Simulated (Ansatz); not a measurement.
How far PBE and PBEsol part for CuI

Start from CuI in the zinc blende structure (space group F-43m, No. 216; a = 6.0793 Å).

(Cell as relaxed with PBE.)

Levels (all Ansatz, an electronic-structure program, PAW): PBE (420 eV, no SOC); PBEsol (420 eV, no spin-orbit coupling).

Each level relaxes its own structure.

| quantity | PBE | PBEsol |
|---|---|---|
| volume per atom | 28.09 Å³ | (withheld) |
| lattice parameter a | 6.079 Å | (withheld) |
| band gap | 1.10 eV | (withheld) |
| gap character | direct at Γ | (withheld) |
| electron mass | 0.15 mₑ | (withheld) |
| hole mass (degenerate bands, along [100]) | 0.22, 0.75, 0.75 mₑ | (withheld) |

**Question.** What does PBEsol give?

**Answer.** 
- volume per atom, PBEsol: 26.19 Å³
- lattice parameter a, PBEsol: 5.939 Å
- band gap, PBEsol: 1.17 eV
- gap character, PBEsol: direct at Γ
- electron mass, PBEsol: 0.14 mₑ
- hole mass (degenerate bands, along [100]), PBEsol: 0.20, 0.64, 0.64 mₑ

PBE's volume per atom lies 1.90 Å³ above PBEsol's (7.2 %); PBE's lattice parameter a lies 0.140 Å above PBEsol's (2.4 %); PBE's band gap lies 0.07 eV below PBEsol's; the two agree on the gap character. Neither level is exact; PBEsol is the comparison here, not a measurement.

Spin-orbit coupling, missing from the scalar runs, can matter with I. Masses are band curvatures over ±0.01 Å⁻¹ around the edge. Stability against distortions was not tested. All final runs are without spin polarisation.
